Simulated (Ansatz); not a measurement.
**How far PBE and r2SCAN part for TiN, isotropic strain −1.09 %**

Take TiN in the rock salt structure (space group Fm-3m, No. 225; a = 4.247 Å; relaxed with 0.1 eV smearing) as the base.

(Cell as relaxed with PBE.)

Levels (all Ansatz, a program for electronic structure, PAW, earlier PAW set): PBE (420 eV, no SOC); r2SCAN (500 eV, no spin-orbit coupling).

Each level relaxes its own structure.

```
base                     PBE   r2SCAN
-------------------  -------  -------
volume per atom      9.58 Å³  9.49 Å³
lattice parameter a  4.247 Å  4.234 Å
band gap                zero     zero
```

Modification: every lattice vector is shortened by 1.09 %; the atoms relax in the strained cell.

| quantity | PBE | r2SCAN |
|---|---|---|
| pressure | 9.7 GPa | [?] |
| energy relative to the base (free energy F) | +9.1 meV/atom | [?] |

Problem. Given the PBE results, estimate those of r2SCAN.

Solution. 
- pressure, r2SCAN: 10.4 GPa
- energy relative to the base (free energy F), r2SCAN: +9.7 meV/atom

PBE's pressure lies 0.7 GPa below r2SCAN's; PBE's energy relative to the base lies 0.5 meV/atom below r2SCAN's. Neither level is exact; r2SCAN is the comparison here, not a measurement.

Whether these cells are dynamically stable was not tested. All final runs are without spin polarisation. An odd electron count without spin: TiN.
